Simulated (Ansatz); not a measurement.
**Lattice thermal conductivity of Cs2NaScBr6 (Fm-3m)**

Method: a three-phonon Boltzmann calculation with natural isotopes; PBEsol in Ansatz (a program for electronic structure); third-order constants from a 80-atom supercell out to 5.4 Å, harmonic mesh 2×2×2, k mesh 4×4×4, scattering mesh 9×9×9. The cell is a database entry relaxed within its symmetry; it need not be the phase found at ambient conditions. Unless called populations, κ holds the coherence term between modes besides the Boltzmann populations.

| T (K) | κ (W/m/K) | κ, relaxation time | coherences (mean) |
|---|---|---|---|
| 100 | 0.71 | 0.68 | 0.078 |
| 150 | 0.58 | 0.56 | 0.095 |
| 200 | 0.50 | 0.47 | 0.11 |
| 250 | 0.44 | 0.42 | 0.11 |
| 300 | 0.39 | 0.38 | 0.12 |
| 400 | 0.34 | 0.33 | 0.13 |
| 500 | 0.30 | 0.29 | 0.13 |
| 600 | 0.28 | 0.27 | 0.13 |
| 800 | 0.24 | 0.24 | 0.14 |

| Property | Value |
|---|---|
| highest phonon frequency | 8.2 THz |
| exponent n of κ ∝ T⁻ⁿ above 300 K | 0.50 |

The result is for a perfect infinite crystal and omits four-phonon processes.

No phase change or melting is allowed for: the numbers belong to this structure as given.

The PAW data sets were generated under PBE and serve the other functionals too.
